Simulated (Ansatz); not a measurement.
Take BeS in the zinc blende structure (space group F-43m, No. 216; a = 4.876 Å) as the base.

It is then changed as follows: cell and atoms relaxed at a pressure of 3 GPa.

Levels (all Ansatz, a first-principles code, PAW): PBE (420 eV, without spin-orbit coupling); r2SCAN (500 eV, spin-orbit coupling left out); HSE06 (420 eV, no SOC); PBE+SOC (420 eV, spin-orbit coupling included).

One geometry, relaxed with PBE, under each level:

Notes on the quantities. hole mass: degenerate bands, along [100].

The valence-band top lists the three highest levels at Γ (Kramers pairs under SOC), from the VBM.

```json
[
 {"level": "PBE", "band gap": "3.08 eV", "lowest conduction level above the VBM at special points": "X 3.08 eV; U 4.34 eV; K 4.34 eV; L 5.52 eV", "valence-band top at Γ": "0.00, 0.00, 0.00 eV", "electron mass": "0.80 mₑ along k, 0.28 mₑ across (at X)", "hole mass": "0.34, 0.55, 0.55 mₑ (at Γ)", "pressure": "3.01 GPa"},
 {"level": "r2SCAN", "band gap": "(withheld)", "lowest conduction level above the VBM at special points": "(withheld)", "valence-band top at Γ": "–", "electron mass": "(withheld)", "hole mass": "0.34, 0.55, 0.55 mₑ (at Γ)", "pressure": "(withheld)"},
 {"level": "HSE06", "band gap": "4.02 eV", "lowest conduction level above the VBM at special points": "X 4.02 eV; U 5.36 eV; K 5.36 eV; Γ 6.86 eV", "valence-band top at Γ": "–", "electron mass": "–", "hole mass": "–", "pressure": "–"},
 {"level": "PBE+SOC", "band gap": "3.04 eV", "lowest conduction level above the VBM at special points": "X 3.04 eV; U 4.31 eV; K 4.31 eV; L 5.49 eV", "valence-band top at Γ": "0.00, 0.00, -0.10 eV", "electron mass": "0.80 mₑ along k, 0.28 mₑ across (at X)", "hole mass": "0.39, 0.55 mₑ (at Γ)", "pressure": "3.01 GPa"}
]
```

Q: Give the withheld r2SCAN results.

A: 
- r2SCAN, band gap: 3.53 eV
- r2SCAN, lowest conduction level above the VBM at special points: X 3.53 eV; U 4.82 eV; K 4.82 eV; L 6.13 eV
- r2SCAN, electron mass: 0.78 mₑ along k, 0.28 mₑ across (at X)
- r2SCAN, pressure: 2.66 GPa

Single points use the geometry relaxed with PBE. Their cutoffs differ, which shifts pressures a little. HSE06 was sampled on its mesh, a few special points and the semilocal edge points, so its gap is an upper bound. Differences between runs with and without spin-orbit coupling are approximate. Load acts through the strain it causes; cell and atoms are relaxed under it. Masses are band curvatures over ±0.01 Å⁻¹ around the edge. Along k means along the line from Γ to the band edge. No phonon test of stability was made.
